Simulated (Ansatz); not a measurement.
Response to strain in GaP

Start from GaP in the zinc blende structure (space group F-43m, No. 216).

```
CELL_PARAMETERS angstrom
      0.00000     2.75299     2.75299
      2.75299     0.00000     2.75299
      2.75299     2.75299     0.00000
ATOMIC_POSITIONS crystal
  Ga 0.00000 0.00000 0.00000
  P  0.25000 0.25000 0.25000
```

Strains are applied to the cell and any free atomic positions relax.

Computed with plane-wave PAW DFT at the PBE level (Ansatz, a program for electronic structure, 420 eV), without spin-orbit coupling.

Candidates:
(a) isotropic strain −0.50 %
(b) isotropic strain −1.50 %
(c) isotropic strain −2.50 %
(d) isotropic strain −3.00 %
(e) isotropic strain +1.50 %

Notes on the quantities. energy relative to the base: free energy F.

Task: Order them by energy relative to the base, lowest first.

Result: (a) isotropic strain −0.50 % (+1.2 meV/atom), (e) isotropic strain +1.50 % (+9.6 meV/atom), (b) isotropic strain −1.50 % (+11 meV/atom), (c) isotropic strain −2.50 % (+31 meV/atom), (d) isotropic strain −3.00 % (+45 meV/atom)

Whether these cells are dynamically stable was not tested.
